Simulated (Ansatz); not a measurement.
**SiC: energy against volume**

SiC (zinc blende, F-43m, 10.334 Å³/atom and stress up to 0.01 GPa in the relaxed cell, cube axes along x, y and z) under hydrostatic pressure, with the cell free. r2SCAN in Ansatz, a plane-wave DFT program (PAW, default set), 500 eV, 13×13×13 Γ-centred mesh, Fermi-Dirac smearing 0.05 eV; ions are relaxed, or left where forces stay under 0.02 eV/Å, within the symmetry of each cell.

Here V stands for volume and E for E less E0.

```
volume (Å³/atom)  E less E0 (meV/atom)  pressure (GPa)
----------------  --------------------  --------------
10.4268                           0.58           -2.00
10.3799                           0.14           -1.00
10.3341                           0.00            0.00
10.2935                           0.11            0.90
10.2406                           0.61            2.10
10.1382                           2.72            4.51
9.9599                           10.20            9.00
9.7428                           26.39           15.00
9.4994                               ?               ?
```

Fit E of the 8 rows that show it with the third-order Birch-Murnaghan form, a cubic in V^(-2/3). With u = V^(-2/3) - 0.2128, the rows have u = -0.0032765, -0.0026459, -0.0020254, -0.0014716, -0.0007444, 0.0006811, 0.0032214, 0.0064186. Least squares gives E = 1.522 + 1502.6·u + 370295·u² - 124175·u³. Residuals (row less fit): 0.002, -0.001, 0.001, -0.003, 0.001, 0.003, -0.001, 0.001; standard error 0.003 (degrees of freedom: 4). Its minimum lies at u = -0.0020269, so V0 = (0.2107731)^(-3/2) = 10.33. There d²E/du² = 742100 and d³E/du³ = -745000, so B0 = (4/9) × 10.33^(-7/3) × 742100 × 0.160218 = 227 GPa (the last factor turns the table's units into GPa), and B0' = 4 + (2/3) × 0.2107731 × (-745000)/742100 = 3.9. B0' rests on the cubic coefficient alone and has a standard error of 0.1 from these residuals.

Question: What does the fit predict for E at V = 9.4994, and how far is the calculated value from it?

Answer: u = 0.0101475, so E = 1.522 + 1502.6 × 0.0101475 + 370295 × 0.0101475² - 124175 × 0.0101475³ = 54.770 meV/atom. The calculation gives 54.78 meV/atom, 0.010 meV/atom above the prediction (0.0 % of the range of E in the table). The row lies outside the fitted rows, so this is an extrapolation. The scatter of the fitted rows lies at the last printed digit.

Other structures, which can take over under pressure, weren't tried. The same form fitted to the pressure column gives B0' = 3.8; series where the two differ by over 0.4 aren't shown. Rows are the converged runs of the series near zero and its far end, less any whose ions stayed unrelaxed beside relaxed ones; series whose fitted rows scatter by over a few per cent of the range, as at a crossing or softening among them, aren't shown in this form.
